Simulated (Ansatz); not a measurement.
**Mo: isotropic strain +1.50 %**

Base system: Mo in the bcc (W type) structure (space group Im-3m, No. 229; a = 3.130 Å; relaxed with 0.1 eV smearing).

It is then changed as follows: an isotropic linear strain of +1.50 %; the atoms relax in the strained cell.

All numbers come from plane-wave PAW DFT at the PBEsol level (Ansatz, a quantum-chemistry and plane-wave program, 420 eV), no spin-orbit coupling. Γ-centred 29×29×29 mesh, Fermi–Dirac width 0.1 eV.

Volume per atom: 16.03 Å³ (base 15.33 Å³)
Space group: Im-3m (No. 229) (base Im-3m (No. 229))
Shortest interatomic distance: 2.751 Å (base 2.711 Å)
Energy relative to the base (free energy F): +26 meV/atom
Pressure: -11.4 GPa (base 0.0 GPa)
Band gap: zero (base zero)

Final structure:

```
Mo
1.0
   -1.58846     1.58846     1.58846
    1.58846    -1.58846     1.58846
    1.58846     1.58846    -1.58846
Mo
1
Direct
  0.00000   0.00000   0.00000
```

Cost of the whole job for the changed cell (relaxation, final SCF and bands): around 12 core-seconds (rough).

No phonon test of stability was made. All final runs are without spin polarisation.
